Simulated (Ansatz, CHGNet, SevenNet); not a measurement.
## CoPtO2 (R-3m, No. 166, 4 atoms in the cell; start mp-19210): lattice constant a by level of theory

No measured value is used here.

```
level (code)            value (Å)
---------------------  ----------
CHGNet 0.3.0                2.865
CHGNet-r²SCAN               2.821
SevenNet-l3i5               2.853
LDA (Ansatz)                2.783
PBE (Ansatz)                2.854
PBEsol (Ansatz)             2.809
PBE-D3(BJ) (Ansatz)    (withheld)
r²SCAN (Ansatz)             2.821
r²SCAN+rVV10 (Ansatz)       2.810
```

Q: Some entries are withheld; supply them.

A: 
- PBE-D3(BJ) (Ansatz, an electronic-structure program), value (Å): 2.829

The crystal itself was run without spin with LDA, PBE, PBEsol, PBE-D3(BJ), r²SCAN, r²SCAN+rVV10; a magnetic state was not tried in these runs. Density-functional levels without +SOC have no spin–orbit coupling. CHGNet 0.3.0, CHGNet-r²SCAN, SevenNet-l3i5, LDA, PBE, PBEsol, PBE-D3(BJ), r²SCAN, r²SCAN+rVV10: the relaxation could not lower the start's symmetry, so the cell can be a saddle point above a distorted one. LDA, PBEsol, r²SCAN, r²SCAN+rVV10: the run has no spin polarisation, so it can have missed a magnetic state. PBE-D3(BJ): a distance lies near a switch of the dispersion term, which can move the cell. Cutoffs differ between the levels. Ansatz's density-functional and Hartree–Fock values are scalar-relativistic unless marked +SOC, with PAW data made under PBE.

Machine-learned potentials (CHGNet 0.3.0, CHGNet-r²SCAN, SevenNet-l3i5) are trained on DFT data: a solid inside that data is no test of them.

A start named mp-… is a Materials Project structure, which need not be a measured phase.
